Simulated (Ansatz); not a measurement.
MgIn2O4 (model structure, started from the defect chalcopyrite type, I-4, No. 82, 7 atoms in the cell), treated with LDA in Ansatz (PAW).

Run with plane-wave cutoff 520 eV, 10×10×10 k mesh, Fermi–Dirac smearing 0.01 eV, scalar-relativistic PAW data made under PBE.

Cell (relaxed with PBEsol):

In$_{2}$MgO$_{4}$ is taken in the tetragonal space group I-4 (No. 82), Pearson symbol tI14. Lattice parameters: a = b = 4.771 Å, c = 9.894 Å, α = β = γ = 90.00°. In1 on 2b has 4 O at 2.065 Å (tetrahedral). In2 on 2d sees 4 O at 2.057 Å (tetrahedral). Mg on 2a is coordinated by 4 O at 1.973 Å (tetrahedral). O on 8g has 1 Mg at 1.973 Å and 2 In at 2.057–2.065 Å. (Neighbours: up to the widest gap in distance over summed covalent radii, below 1.35, at either atom; cation-cation and far metal-metal contacts left out.)
(The calculation used a cell of 7 atoms; values per cell refer to that cell.)

Question: Estimate the band gap and smallest direct gap on the k points sampled that the calculation returns.

Answer: 
- band gap: 1.33 eV
- smallest direct gap on the k points sampled: 1.40 eV

Note: the relaxation could raise the start's symmetry but not lower it, so the cell can be a saddle point; cell and atoms aren't relaxed at this level (pressure -3.6 GPa).

Spin–orbit coupling is not included.

The computed numbers hold no vibrational or temperature effects.

A model structure was made by putting elements into a prototype or built by hand; it is no filed structure, need not be a known phase, and can be a saddle point held by its symmetry.

Ansatz is an electronic-structure program.
